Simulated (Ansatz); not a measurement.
We consider LaWN3 (P2₁/m, No. 11, 10 atoms in the cell; start mp-989646), described by PBEsol (plane waves, PAW; Ansatz, a quantum-chemistry and plane-wave program).

Numerical settings: plane-wave cutoff 520 eV, 6×10×6 k mesh (along the axes of the cell as run), Fermi–Dirac smearing 0.01 eV, no spin polarisation, scalar-relativistic PAW data made under PBE.

Cell (relaxed with PBEsol):

```yaml
crystal:
  lattice:
    - [5.79493, 0.00000, 0.01478]
    - [0.00000, 3.85718, 0.00000]
    - [-2.60078, 0.00000, 7.45925]
  atoms:
    - { symbol: La, position: [0.24699, 0.25000, 0.18513] }
    - { symbol: La, position: [0.75301, 0.75000, 0.81487] }
    - { symbol: W, position: [0.14029, 0.25000, 0.66814] }
    - { symbol: W, position: [0.85971, 0.75000, 0.33186] }
    - { symbol: N, position: [0.03521, 0.25000, 0.86599] }
    - { symbol: N, position: [0.96479, 0.75000, 0.13401] }
    - { symbol: N, position: [0.97496, 0.25000, 0.38982] }
    - { symbol: N, position: [0.02504, 0.75000, 0.61018] }
    - { symbol: N, position: [0.46747, 0.25000, 0.74120] }
    - { symbol: N, position: [0.53253, 0.75000, 0.25880] }
```

Q: What does this level give for the band gap?

A: 
- band gap = 1.70 eV

Spin–orbit coupling is not included.

The computed numbers hold no vibrational or temperature effects.

It cost about 3 core-minutes (a rough figure) of CPU time.

A start named mp-… is a Materials Project structure, which need not be a measured phase.
